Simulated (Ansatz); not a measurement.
Levels about the gap of amorphous Si$_{24}$O$_{49}$Ag$_{2}$ (75 atoms in a cell of 1136 Å³, 2.45 g/cm³; zone centre alone, so wide bands show as single levels with stretches between that a denser mesh fills), at the geometry that PBE relaxed, where it gives -1.1 GPa on a denser mesh. The participation number counts the atoms over which a state spreads; weights are charges in smoothed Voronoi cells. The levels come from a single point, so bond lengths are those of that geometry. Method of the levels: PBE, scalar-relativistic without spin-orbit coupling (Ansatz, an electronic-structure program). Sampling: the zone centre alone; Fermi-Dirac width 0.02 eV; no spin polarisation. At PBE the levels at both edges of the gap are localised (band-tail or defect states), and the nearest spread-out levels lie 5.7 eV apart at the zone centre.

A CHGNet melt-quench gave the starting glass, which DFT then relaxed. O atoms were pushed apart under 1.9 Å during the dynamics, to hinder bonds among them. The hot cell started wider than the set density and was brought back towards it in steps. It is the lowest in DFT energy of 2 quenches. It is a model cell: composition and starting density were chosen by hand, and all elements were melted together. No dispersion term was used. Its density started from a set value of 2.45 and ended at 2.45 g/cm³. The quench (nominally 400 K/ps over its main leg) was far faster than any real one, so the model tends to hold more defects than a real film. A cell of this size samples the disorder only roughly. The volume was held where the preparation left it and the shape relaxed, at a PBE pressure of -1.1 GPa (tension). Stress components on the final sampling reach 1.1 GPa.

| E - E(highest filled), eV | filling | participation number | largest on | weight O | weight Ag | weight Si |
|---|---|---|---|---|---|---|
| -1.49 | filled | 18.5 | O, 2 neighbours | 0.91 | 0.06 | 0.03 |
| -1.40 | filled | 5.5 | Ag, 3 neighbours | 0.41 | 0.57 | 0.02 |
| -1.32 | filled | 9.3 | O, 2 neighbours | 0.85 | 0.12 | 0.03 |
| -0.95 | filled | 5.7 | Ag, 3 neighbours | 0.59 | 0.38 | 0.02 |
| -0.24 | filled | 4.1 | Ag, 3 neighbours | 0.52 | 0.45 | 0.03 |
| -0.12 | filled | 3.5 | Ag, 3 neighbours | 0.44 | 0.53 | 0.03 |
| 0.00 | filled | 3.2 | Ag, 3 neighbours | 0.51 | 0.46 | 0.03 |
| 2.73 | empty | 5.0 | Ag, 3 neighbours | 0.41 | 0.52 | 0.07 |
| 4.17 | empty | 43.7 | Ag, 3 neighbours | 0.62 | 0.13 | 0.25 |
| 5.00 | empty | 22.6 | Ag, 3 neighbours | 0.55 | 0.21 | 0.24 |
| 5.24 | empty | 21.2 | Ag, 3 neighbours | 0.59 | 0.21 | 0.21 |
| 5.28 | empty | 34.5 | Ag, 3 neighbours | 0.65 | 0.15 | 0.19 |
| 5.48 | empty | 30.5 | Ag, 3 neighbours | 0.62 | 0.16 | 0.23 |
| 5.79 | empty | 52.9 | Ag, 3 neighbours | 0.68 | 0.05 | 0.27 |

Most localised among these is the filled level at +0.00 eV, on a Ag atom, which has 3 neighbours (O 2.00 Å, O 2.02 Å, Ag 2.86 Å).
